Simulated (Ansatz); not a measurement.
Consider Si in the diamond structure (space group Fd-3m, No. 227; a = 5.444 Å). Axes: x, y, z lie along the cube axes.

Calculations: r2SCAN, PAW, 500 eV (Ansatz, a program for electronic structure; spin-orbit coupling left out).

Base values:

| Property | Value |
|---|---|
| Shortest interatomic distance | 235.7 pm |
| Valence-band top at Γ | 0.00, 0.00, 0.00 eV |

It is then changed as follows: tensor shear ε_xy = +0.86 % (engineering shear γ = 0.0172), atoms relaxed at fixed cell.

Q: What happens to the shortest interatomic distance?

A: The shortest interatomic distance decreases by 0.66 pm (235.7 pm → 235.1 pm).

Q: Predict the new valence-band top at Γ.

A: The valence-band top at Γ (three highest levels, from the VBM) becomes 0.00, -0.08, -0.16 eV (base: 0.00, 0.00, 0.00 eV).

Q: Estimate the effect on the stress.

A: The stress (xx, yy, zz, yz, xz, xy; compression positive) comes out as (0.01, 0.01, -0.01, 0.00, 0.00, -1.40) GPa.

The levels and masses belong to the bands next to the band gap. The cells carry an imposed strain or load. Whether these cells are dynamically stable was not tested.
